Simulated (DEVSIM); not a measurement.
Device: abrupt Ge p-n junction, at 300 K.

```tsv
layer (left to right)	material	thickness (μm)	Nd (cm⁻³)	Na (cm⁻³)	τn (s)	τp (s)
1	Ge	0.100	-	2.3e15	0.00025	0.00025
2	Ge	97.0	6.2e14	-	0.00025	0.00025
```

Left contact: ohmic. Right contact: ohmic. Voltage is applied to the left contact. Recombination: SRH at mid-gap. Mobility is constant in doping. Where it depends on doping, it is μmin + (μ − μmin)/(1 + (N/Nref)^α).

This is a model device: material constants are rounded textbook-type values typed into the input, and sizes, dopings and lifetimes were drawn at random. Values at 300 K; Nc and Nv go as T^1.5, mobilities as T to minus their exponent, the gap by Varshni's rule with the affinity fixed. The table also holds parameters that only a changed run uses.

| parameter | Ge |
|---|---|
| gap (eV) | 0.664 |
| affinity (eV) | 4 |
| permittivity | 16 |
| Nc (cm⁻³) | 1.04e19 |
| Nv (cm⁻³) | 6e18 |
| μn (cm²/Vs) | 3900 |
| μp (cm²/Vs) | 1900 |
| μn,min | 150 |
| μp,min | 100 |
| Nref,n | 2.6e17 |
| Nref,p | 4e17 |
| αn | 0.56 |
| αp | 0.6 |
| T exponent of μn | 1.66 |
| T exponent of μp | 2.33 |
| Cn (cm⁶/s) | 1e-31 |
| Cp (cm⁶/s) | 1e-31 |
| Varshni α (eV/K) | 0.000477 |
| Varshni β (K) | 235 |

DEVSIM, 1D drift-diffusion, Boltzmann statistics, complete ionisation; no tunnelling, impact ionisation, image-force lowering or self-heating.

Base results: potential step across the device at zero bias (V) 0.209; largest field in the device at zero bias (V/cm) 4800.

Q: What follows from this one change: doping Nd of layer 2 6.2e+14 → 1.9e+15 cm^-3?

A: potential step across the device at zero bias 0.209 → 0.238 V; largest field in the device at zero bias 4800 → 7900 V/cm.

Q: What follows from this one change: thickness of layer 1 0.1 → 0.3 μm?

A: potential step across the device at zero bias little changed (0.209 V); largest field in the device at zero bias 4800 → 4400 V/cm.

Q: What follows from this one change: temperature 300 → 500 K?

A: potential step across the device at zero bias 0.209 → 0.003 V; largest field in the device at zero bias 4800 → 510 V/cm.
